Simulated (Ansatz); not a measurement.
Ansatz (a program for electronic structure) run on a sheet of PtSe2 (3 atoms in the cell): self-consistent single point

Level of theory: PBE (plane waves, PAW; Ansatz).

Input:

Ansatz 0.2 input:
```yaml
crystal:
  lattice:
    - [3.619256, 0.000000, 0.000000]
    - [-1.809628, 3.134368, 0.000000]
    - [0.000000, 0.000000, 16.982038]
  atoms:
    - { symbol: Pt, position: [0.000000, 0.000000, 0.500000] }
    - { symbol: Se, position: [0.333333, 0.666667, 0.587800] }
    - { symbol: Se, position: [0.666667, 0.333333, 0.412200] }
kpoints:
  mp_grid: { grid: [9, 9, 1] }
hamiltonian:
  xc: pbe
  pseudopotentials: { kind: paw }
scf:
  occupations: { method: gaussian, width: 0.01 Ry }
output:
  forces: true
  eigenvalues: true
  stress: true
```

Log, with long lists cut:

```
WARN the atoms were moved onto the symmetric positions of the space group found under crystal.symmetry.tolerance 1.0e-5 (fractional …
WARN basis.ecutwfc = 420 eV, the default
WARN ansatz: RAYON_NUM_THREADS=1 ignored (pool sized by the plan → 1); use --threads N
Pseudopotentials: kind: paw
Pseudopotential: Pt, paw, valence charge 18
Pseudopotential: Se, paw, valence charge 16
Crystal: 3 atoms, lattice volume = 192.646 Å³
Basis set: ecut = 420 eV, 3705 PW (Γ), exchange–correlation on 50×50×240 points (8 copies of the dense FFT grid, shifted against one another)
Bands: 30, of which v1, the nominal top of the filled ones, is band 25 counted from 1 (24 counted from 0)
Symmetry: 12 space group operations
Space group: P-3m1 (ITA 164), of the structure as read, at distance tolerance 5.8e-5 Å
k-points: 12 of 81
Initial density: superposition of atomic densities (neutral atoms: chi_scale 0, normalization atom), corrected by the library's trained network
Initial wavefunctions: pseudopotential atomic-orbital guess
Eigensolver: davidson
Functional: x = pbe(κ = 0.804, μ = 0.2195149727645171), c = pbe(β = 0.06672455060314922)
SCF iter   1: F=—  HF=-23462.143421 eV  |F-HF|=—  |Δ(HF+E_count)|=         —  Δρ=2.56e-3  dr2=1.32e-2  ethr=1.77e-3  ⟨swp⟩=6.9  Hψ=1563  notcnv=0
all-band conjugate gradients solve this SCF's bands
preconditioner: auto → Resta (q_TF=auto, 2.179 Å⁻¹)
SCF iter   2: F=—  HF=-23462.143045 eV  |F-HF|=—  |Δ(HF+E_count)|=   3.76e-4  Δρ=1.35e-3  dr2=6.02e-3  ethr=2.63e-5  ⟨swp⟩=2.0  Hψ=582  notcnv=0
SCF iter   3: F=—  HF=-23462.142321 eV  |F-HF|=—  |Δ(HF+E_count)|=   7.24e-4  Δρ=7.14e-4  dr2=4.30e-4  ethr=1.20e-5  ⟨swp⟩=2.0  Hψ=433  notcnv=0
SCF iter   4: F=—  HF=-23462.142563 eV  |F-HF|=—  |Δ(HF+E_count)|=   2.42e-4  Δρ=9.94e-5  dr2=1.80e-5  ethr=8.61e-7  ⟨swp⟩=2.0  Hψ=482  notcnv=0
SCF iter   5: F=—  HF=-23462.142623 eV  |F-HF|=—  |Δ(HF+E_count)|=   5.98e-5  Δρ=3.07e-5  dr2=2.20e-6  ethr=3.59e-8  ⟨swp⟩=2.2  Hψ=498  notcnv=0  defer=5
SCF iter   6: F=—  HF=-23462.142625 eV  |F-HF|=—  |Δ(HF+E_count)|=   1.91e-6  Δρ=8.46e-6  dr2=1.22e-7  ethr=4.40e-9  ⟨swp⟩=2.2  Hψ=599  notcnv=0  defer=6
SCF iter   7: F=-23462.142625 eV  HF=-23462.142625 eV  |F-HF|=6.27e-8  |Δ(HF+E_count)|=   4.24e-8  Δρ=3.36e-6  dr2=2.02e-8  ethr=2.00e-10  ⟨swp⟩=10.2  Hψ=1708  notcnv=0
SCF 1 converged in 7 iterations: F = -23462.142625 eV  dr2 = 2.02e-8
SCF converged after 7 iterations
Free energy (F): -23462.142625 eV
Harris-Foulkes:  -23462.142625 eV  (|F-HF|=6.27e-8)
Internal energy: -23462.142624 eV  (E = F + TS)
E sigma→0 (E₀):  -23462.142624 eV
Entropy (-TS):   -0.000001 eV (-0.000 meV/atom)
Fermi energy:    0.789685 eV
--- Per-component energies (eV) ---
  E_band       = -1556.262837
  E_kinetic    = 870.428738
  E_local      = -37351.811867  (includes V_loc(G=0)·N_el)
  E_nonlocal   = -990.545260
  E_hartree    = 18132.764995
  E_xc         = -468.439365
  E_vxc        = -496.806138  (∫ρ·V_xc dr)
  E_paw        = -13277.730247  (= ΣΔE_a)
  E_vpaw       = 146.952179  (= ΣTr[D̂ρ^β])
  E_aug_tail   = -0.000977  (compensation charges beyond the density's cutoff)
  E_ewald      = 9623.191361
  E_smearing   = -0.000001  (= −TS)
  E_closure    = -0.000000  (closes the sum)
  Σ components = -23462.142625   (vs F -23462.142625, Δ=0.00e0)
--- Forces (eV/Å), atoms counted from 1 ---
  atom   1  Pt     0.00000000     0.00000000     0.00000000
  atom   2  Se    -0.00000000    -0.00000000    -1.16091485
  atom   3  Se     0.00000000     0.00000000     1.16091485
  max |Σ_I F_I| component: 2.31e-18 eV/Å
--- Stress (GPa, compression-positive) ---
       -0.017003       0.000000       0.000000
        0.000000      -0.017003       0.000000
        0.000000       0.000000      -2.879088
  P = ⅓ Tr σ = -0.9710 GPa (-9.710 kbar)
  The stress holds the Pulay correction. Without it, at fixed plane waves, as pw.x and ABINIT print it: P = -0.9808 GPa
--- Band table (eV; the first three rows and the last of 12) ---
  k-point 0: bands = ["-98.2622", "-52.5341", "-52.4181", "-52.4181", "-47.2965", "-47.2965", "-47.2955", "-47.2955", "-47.2812", "-47.2812", "-47.2798", "-47.2798", "-47.2746", "-47.2743", "-13.6777", "-12.4315", "-5.1542", "-4.3653", "-4.3653", [...]
  k-point 1: bands = ["-98.2621", "-52.5339", "-52.4198", "-52.4186", "-47.2964", "-47.2963", "-47.2956", "-47.2955", "-47.2812", "-47.2811", "-47.2800", "-47.2798", "-47.2745", "-47.2742", "-13.5459", "-12.4015", "-4.9999", "-4.4673", "-4.3059", [...]
  k-point 2: bands = ["-98.2620", "-52.5336", "-52.4240", "-52.4197", "-47.2961", "-47.2960", "-47.2959", "-47.2952", "-47.2810", "-47.2808", "-47.2805", "-47.2799", "-47.2743", "-47.2741", "-13.1836", "-12.3242", "-4.7221", "-4.4847", "-4.1991", [...]
  k-point 11: bands = ["-98.2618", "-52.5327", "-52.4284", "-52.4284", "-47.2958", "-47.2956", "-47.2956", "-47.2948", "-47.2815", "-47.2804", "-47.2804", "-47.2799", "-47.2738", "-47.2738", "-12.0985", "-12.0985", "-4.9332", "-4.5791", "-4.5791", [...]
```

The run converged in 7 iterations.

The starting cell was generated: these elements placed on a structure prototype, without a prior relaxation; it need not be a known phase or ordering of this composition. Its lattice was rescaled in the plane by a random factor within 2.5 % of one. Spin-orbit coupling is off. Forces in this geometry exceed 1 eV/Å.
